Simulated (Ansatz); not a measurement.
Input and output of a relaxation of cell and atoms for ScZnGaS4 (P3m1, 7 atoms in the cell) (Ansatz, a first-principles code).

Method: r2SCAN, default PAW files made with PBE (plane waves; Ansatz).

```yaml
crystal:
  lattice:
    - [3.82359, 0.00000, 0.00000]
    - [-1.91179, 3.31133, 0.00000]
    - [0.00000, 0.00000, 12.50878]
  atoms:
    - { symbol: Sc, position: [0.00000, 0.00000, 0.78769] }
    - { symbol: Zn, position: [0.33333, 0.66667, 0.49311] }
    - { symbol: Ga, position: [0.66667, 0.33333, 0.21591] }
    - { symbol: S, position: [0.66667, 0.33333, 0.87272] }
    - { symbol: S, position: [0.00000, 0.00000, 0.13821] }
    - { symbol: S, position: [0.66667, 0.33333, 0.39330] }
    - { symbol: S, position: [0.00000, 0.00000, 0.59905] }
```

Reference input (self-consistent single point, DFT, r2SCAN, plane waves, default PAW files made with PBE): basis.ecutwfc = 500 eV; kpoints.mp_grid.grid = 9 9 3; hamiltonian.xc = r2scan; hamiltonian.pseudopotentials = {kind: paw} (the program's default PAW files); scf.occupations.method = fixed. This run's input differs from it in these lines:

Ansatz 0.2 input:
```diff
@@ -15,3 +15,3 @@
 basis:
-  ecutwfc: 500.0 eV
+  ecutwfc: 300.0 eV
 kpoints:
@@ -23,2 +23,4 @@
   occupations: { method: fixed }
+relax:
+  cell: {}
 output:
```

Output (repeated stretches shortened):

```
   [... SCF lines of the steps left out ...]
relax step   1: F+E_penalty+E_count = -12887.42291368 eV  Δ(F+E_penalty+E_count) = +0.000e0 eV  max|allowed force component| = 2.717e-1 eV/Å  Δτ_max = 0.0000 Å  P = -1.518 GPa  Ω = 158.376 Å³  (9 SCF iters, dr2 threshold 1.00e-7 eV, accepted)
relax step   2: F+E_penalty+E_count = -12887.47821179 eV  Δ(F+E_penalty+E_count) = -5.530e-2 eV  max|allowed force component| = 5.668e-2 eV/Å  Δτ_max = 0.0473 Å  P = +0.125 GPa  Ω = 156.291 Å³  energy of the carried Pulay correction = +3.720e-2 eV  [...]
   [... lines left out ...]
relax step   9: F+E_penalty+E_count = -12887.44827149 eV  Δ(F+E_penalty+E_count) = -3.927e-3 eV  max|allowed force component| = 5.886e-3 eV/Å  Δτ_max = 0.0031 Å  P = -0.003 GPa  Ω = 155.853 Å³  energy of the carried Pulay correction = +3.832e-3 eV  [...]
relax step  10: F+E_penalty+E_count = -12887.44363403 eV  Δ(F+E_penalty+E_count) = +4.637e-3 eV  max|allowed force component| = 5.979e-3 eV/Å  Δτ_max = 0.0000 Å  P = -0.012 GPa  Ω = 155.853 Å³  stress off target by 1.99e-2 GPa  SCF on the basis [...]
basis re-selected at this cell: Δ(F+E_penalty+E_count) = +4.637e-3 eV, ΔP = -0.009 GPa vs the last step
the relaxation is at rest under the 6 symmetry operations that the run kept from its start: a minimum is not shown …
Free energy (F): -12887.443634 eV
Internal energy: -12887.443634 eV  (E = F + TS)
E sigma→0 (E₀):  -12887.443634 eV
Fermi energy:    5.382819 eV
--- Forces (eV/Å), atoms counted from 1 ---
  atom   1  Sc     0.00000000    -0.00000000    -0.00063973
  atom   2  Zn    -0.00000000     0.00000000    -0.00595425
   [... lines left out ...]
  cell:  # Å, volume = 155.8533 Å³
   [... lines left out ...]
    - { symbol: S, position: [0.6666666666666667, 0.3333333333333333, 0.8717442097556309] }
    - { symbol: S, position: [4.525215513528499e-17, -3.700742533091203e-17, 0.14256169796255086] }
    - { symbol: S, position: [0.6666666666666667, 0.3333333333333333, 0.39327114104013366] }
    - { symbol: S, position: [4.2811207104776654e-17, -3.700742533091202e-17, 0.5975815330171071] }
```

The run converged. 

Summary of the result:
- Free energy E − TS (on the zero of these files): -12887.4436 eV
- Top of the valence band (on the code's own zero): 5.38 eV
- Gap on the k-point mesh: 1.50 eV
- Pressure: -0.01 GPa
- Largest force (vector length): 0.006 eV/Å
- Final cell: a = 3.786 Å, b = 3.786 Å, c = 12.555 Å, α = 90.00°, β = 90.00°, γ = 120.00°
- Final volume per atom: 22.26 Å³
- Relaxation steps: 10

The starting cell comes from a database of computed structures (which also holds hypothetical and non-ambient phases and stackings), without a prior relaxation at this level. The relaxation keeps the symmetry of its start, so its end need not be a minimum. Ansatz's pressure includes its estimate of the finite-basis (Pulay) stress. Without the estimate this run gives -2.93 GPa. The cutoff lies below the one recommended for these files.

Cost on one core of a shared machine: roughly 2 min.
